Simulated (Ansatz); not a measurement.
Base system: CdS in the zinc blende structure (space group F-43m, No. 216).

CdS has the cubic space group F-43m (No. 216), the zinc blende structure, Pearson symbol cF8. Lattice parameters: a = 5.8791 Å, b = 5.8791 Å, c = 5.8791 Å, α = 90.00°, β = 90.00°, γ = 90.00°. S on 4c has 4 Cd at 2.546 Å (tetrahedral). Cd on 4a is surrounded by 4 S at 2.546 Å (tetrahedral). (Neighbours: up to the widest gap in distance over summed covalent radii, below 1.35, at either atom; cation-cation and far metal-metal contacts left out.)
(The calculation used a cell of 2 atoms; values per cell refer to that cell.)

Method: Ansatz (a program for electronic structure), r2SCAN, PAW, cutoff 500 eV, no spin-orbit coupling, earlier PAW set.

Before the change:

- Electron mass: 0.15 mₑ (at Γ)
- Band gap: 1.54 eV

It is then changed as follows: a hydrostatic pressure of 75 GPa.

**Question.** How does this affect the electron mass?

**Answer.** The electron mass goes from 0.15 mₑ (at Γ) to 0.20 mₑ (at Γ).

**Question.** Predict the new band gap.

**Answer.** The band gap grows by 0.74 eV to 2.28 eV.

Load acts through the strain it causes; cell and atoms are relaxed under it. Effective masses come from finite differences of ±0.01 Å⁻¹. Stability against distortions was not tested. Tetrahedral semiconductors of this kind turn to denser phases somewhere between about 1 and 50 GPa; those were not computed, so compressed cells here can lie past the real transition.
